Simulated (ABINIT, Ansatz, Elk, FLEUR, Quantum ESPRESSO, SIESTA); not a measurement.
## One structure in several programs: InP (F-43m, 2 atoms in the cell)

Self-consistent single point.

```
InP
1.0
    0.00000     2.93500     2.93500
    2.93500     0.00000     2.93500
    2.93500     2.93500     0.00000
In P
1 1
Direct
  0.00000   0.00000   0.00000
  0.25000   0.25000   0.25000
```

Shared settings, as Ansatz (an electronic-structure program) writes them: kpoints.mp_grid.grid = 7 7 7; magnetization.spin_orbit = true; scf.occupations.method = fermi_dirac; scf.occupations.width = 0.02 eV. Potentials and cutoffs stand in the table.

```
code                                                                                                                                                                   model  pressure (GPa)  gap on the mesh (eV)           cutoff
----------------  ----------------------------------------------------------------------------------------------------------------------------------------------------------  --------------  --------------------  ---------------
Ansatz                                                                                                                       PBE with spin-orbit coupling, default PAW files            2.88                     –           420 eV
ABINIT                                                                         PBE, spin-orbit coupling, norm-conserving pseudopotentials (PseudoDojo nc-fr-04 PBE standard)            3.04                 0.658            35 Ha
SIESTA            GGA PBE with spin-orbit coupling, numerical atomic orbitals DZP, PseudoDojo PBE fully relativistic norm-conserving potentials (rewritten from UPF to PSML)               –                 0.847      grid 350 Ry
Quantum ESPRESSO                                                              PBE, spin-orbit coupling, PseudoDojo fully relativistic norm-conserving (PBE) pseudopotentials            3.04                 0.658            70 Ry
Elk                                  PBE, spin-orbit coupling in second variation, all-electron FP-LAPW, Elk's shipped species files, APW+lo basis with extra local orbitals               –                 0.652         rgkmax 8
FLEUR                                                              PBE, all-electron FLAPW (FLEUR), scalar-relativistic valence with spin-orbit coupling in second variation               –                 0.659  Kmax 4.6 1/bohr
```

A dash marks a value that a program does not give, or that is left out as unsure.

No gap is tabulated for Ansatz: it is not read from that output, or partly filled or unconverged empty levels leave it unsure.

Gaps are read on the mesh.

The spread over the programs that give each value: pressure within 0.16 GPa; gap on the mesh within 0.195 eV.

SIESTA uses small atom-centred bases, whose incompleteness enters pressures, forces and empty levels differently from a plane-wave cutoff. Elk and FLEUR treat all electrons, but the usual bases taken here (sphere radii, linearisation, local orbitals, empty states) were not tested for convergence, so the values are no reference for the others. In the gap, SIESTA (by 0.189) lies more than 0.12 eV from the median of the plane-wave programs.

The starting cell has typed, rounded lattice constants, without a prior relaxation at this level.

Keys are those of Ansatz 0.2.
